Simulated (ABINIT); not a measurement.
Band structure of W (Im-3m, 1 atom in the cell).

```yaml
crystal:
  lattice:
    - [-1.58516, 1.58516, 1.58516]
    - [1.58516, -1.58516, 1.58516]
    - [1.58516, 1.58516, -1.58516]
  atoms:
    - { symbol: W, position: [0.00000, 0.00000, 0.00000] }
```

Level of theory: PBE, PAW (JTH v2.0 PBE PAW) (plane waves; ABINIT).

Settings: pseudos = [W.GGA_PBE-JTH.xml]; ecut = 20 Ha; pawecutdg = 40 Ha; pawxcdev = 0; occopt = 3; tsmear = 0.00499791 Ha; ngkpt = 19 19 19; nshiftk = 1; shiftk = 0 0 0; potentials = JTH v2.0 PBE PAW; kptopt = 1; nstep = 50; tolvrs1 = 1e-10.

The starting cell comes from a database of computed structures (which also holds hypothetical and non-ambient phases and stackings), without a prior relaxation at this level. Spin-orbit coupling is off. Spin polarisation is off.

Levels in eV from the Fermi level, bands 4 to 11:
```tsv
point	4	5	6	7	8	9	10	11
Γ	-37.75	-9.60	-1.20	-1.20	-1.20	2.27	2.27	14.82
H	-38.64	-5.77	-5.77	5.15	5.15	5.15	8.26	8.26
N	-37.76	-6.22	-3.52	0.68	2.16	3.14	6.14	11.00
P	-38.39	-2.93	-2.93	-2.93	3.30	3.30	6.62	12.24
```

Bands cross the Fermi level along this path, so the cell is metallic at this level.
